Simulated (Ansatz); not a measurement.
**Pt: response to strain**

Base system: Pt in the fcc (Cu type) structure (space group Fm-3m, No. 225; relaxed with 0.1 eV smearing).

```
CELL_PARAMETERS angstrom
      0.00000     1.97076     1.97076
      1.97076     0.00000     1.97076
      1.97076     1.97076     0.00000
ATOMIC_POSITIONS crystal
  Pt 0.00000 0.00000 0.00000
```

Strains are applied to the cell and any free atomic positions relax.

Method: r2SCAN/PAW in Ansatz (a first-principles code), spin-orbit coupling left out, earlier PAW set.

| isotropic strain (%) | pressure (GPa) |
|---|---|
| -3.8 | 42.9 |
| -2.79 | ? |
| 0 | 0.0 |
| 1.26 | -9.1 |
| 4.6 | -25.0 |

**Question.** Fit P = P₀ − Bδ + Cδ² with δ = (1 + ε)³ − 1 to the rows shown and predict the withheld row.

**Answer.** Least squares on the printed values gives P₀ = 0.5 GPa, B = 295 GPa, C = 826 GPa (largest residual 0.5 GPa); this predicts 30.0 GPa, and the run gives 28.8 GPa, 1.2 lower.

No phonon test of stability was made. The final runs are not spin-polarised. Pt lies near a magnetic instability that expansion can trigger; it was not tested.
